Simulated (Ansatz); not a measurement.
Response to strain in CuI

Consider CuI in the wurtzite structure (space group P6_3mc, No. 186; a = 4.1870 Å, c = 6.8978 Å). Axes: x lies along a and z along c of the hexagonal cell.

Strains are applied to the cell and any free atomic positions relax; under biaxial strain the out-of-plane vector relaxes too.

Calculations: Ansatz (an electronic-structure program) PBEsol, no SOC.

Notes on the quantities. pressure: mean of the normal stresses, compression positive; energy relative to the base: free energy F.

```json
[
 {"variant": "base", "electron mass": "0.13 mₑ along c, 0.15 mₑ across (at Γ)", "pressure": "0.00 GPa", "energy relative to the base": "0 meV/atom"},
 {"variant": "biaxial strain −0.51 %, plane normal [001], relaxed out of plane", "electron mass": "0.13 mₑ out of plane, 0.15 mₑ in plane (at Γ)", "pressure": "0.30 GPa", "energy relative to the base": "–"},
 {"variant": "isotropic strain −5.51 %", "electron mass": "0.14 mₑ along c, 0.17 mₑ across (at Γ)", "pressure": "12.97 GPa", "energy relative to the base": "+139 meV/atom"},
 {"variant": "uniaxial strain ε_xx = +5.81 %", "electron mass": "0.15 mₑ along y, 0.14 mₑ across (at Γ)", "pressure": "-2.37 GPa", "energy relative to the base": "+18 meV/atom"},
 {"variant": "uniaxial strain ε_yy = +2.49 %", "electron mass": "0.14 mₑ along z, 0.15 mₑ across (at Γ)", "pressure": "-1.12 GPa", "energy relative to the base": "+3.5 meV/atom"},
 {"variant": "uniaxial strain ε_yy = +3.86 %", "electron mass": "0.15 mₑ along x, 0.14 mₑ across (at Γ)", "pressure": "-1.67 GPa", "energy relative to the base": "+8.4 meV/atom"},
 {"variant": "tensor shear ε_yz = −1.19 %", "electron mass": "0.13 mₑ along z, 0.15 mₑ across (at Γ)", "pressure": "0.00 GPa", "energy relative to the base": "+0.6 meV/atom"}
]
```

With I present, leaving out spin-orbit coupling can change the band edges. The levels and masses belong to the bands next to the band gap. Masses are band curvatures over ±0.01 Å⁻¹ around the edge. Whether these cells are dynamically stable was not tested. The final runs are not spin-polarised. This is not the structure that CuI has at room temperature and ambient pressure.
